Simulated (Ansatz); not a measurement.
By PBEsol, the system below comes out a metal.

Without scattering a metal conducts by its projected Fermi surface.

Input:

```yaml
crystal:
  lattice:
    - [3.16762, 0.00000, 0.00000]
    - [0.00000, 3.16762, 0.00000]
    - [1.58381, -1.58381, 1.58381]
  atoms:
    - { symbol: Mo, position: [0.00000, 0.00000, 0.00000] }
```

The cell is taken as given; by PBEsol it stands under a pressure of -9.4 GPa.

The current flows along the normal of the first two printed cell vectors, the (001) plane of the conventional cell. No spin-orbit coupling; the value is a mean over 0.1 eV about the Fermi level.

Problem. Give the ballistic conductance per area that PBEsol (Ansatz, a program for electronic structure) yields.

Solution. 1.2 × 10¹⁵ S/m² for both spins.
